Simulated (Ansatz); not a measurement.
Base system: LiCl in the rock salt structure (space group Fm-3m, No. 225).

```
LiCl
1.0
    0.00000     2.53210     2.53210
    2.53210     0.00000     2.53210
    2.53210     2.53210     0.00000
Li Cl
1 1
Cartesian
  0.00000   0.00000   0.00000
  2.53210   2.53210   2.53210
```

Cartesian axes are those of the cell as printed.

Computed with DFT with PBEsol, PAW potentials and a 420 eV plane-wave cutoff in Ansatz (a quantum-chemistry and plane-wave program), no spin-orbit coupling.

Strains are applied to the cell and any free atomic positions relax.

One change was made to it. Results:

The energy hardly moves; the pressure (mean of the normal stresses, compression positive) goes from zero to 0.18 GPa.

### Question
Which change produced these results?
A. uniaxial strain ε_zz = +2.00 %
B. uniaxial strain ε_zz = −0.50 %
C. uniaxial strain ε_zz = −3.00 %
D. uniaxial strain ε_zz = +3.00 %

### Answer
B, uniaxial strain ε_zz = −0.50 %. For comparison, the pressure in the other runs: uniaxial strain ε_zz = −3.00 % gives 1.22 GPa; uniaxial strain ε_zz = +3.00 % gives -0.91 GPa; uniaxial strain ε_zz = +2.00 % gives -0.64 GPa.

Stability against distortions was not tested.
